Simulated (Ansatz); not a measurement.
The reference is CuI in the zinc blende structure (space group F-43m, No. 216; a = 6.021 Å).

Level of theory: r2SCAN (Ansatz, a program for electronic structure), no spin-orbit coupling, earlier PAW set.

One change was made to it. Results:

```
quantity             base     after
---------------  --------  --------
band gap          1.67 eV   1.52 eV
volume per atom  27.28 Å³  28.73 Å³
```

Task: Which of these changes matches the shifts?
A. pressure 30 GPa
B. pressure −1 GPa
C. pressure 100 GPa
D. pressure −2 GPa
E. pressure 50 GPa

Result: D, pressure −2 GPa. For comparison, the band gap in the other runs: pressure 100 GPa gives 1.30 eV; pressure −1 GPa gives 1.60 eV; pressure 50 GPa gives 1.86 eV; pressure 30 GPa gives 2.16 eV.

Spin-orbit coupling, missing from the scalar runs, can matter with I. Load acts through the strain it causes; cell and atoms are relaxed under it. Stability against distortions was not tested. Tetrahedral semiconductors of this kind turn to denser phases somewhere between about 1 and 50 GPa; those were not computed, so compressed cells here can lie past the real transition. The final runs are not spin-polarised.
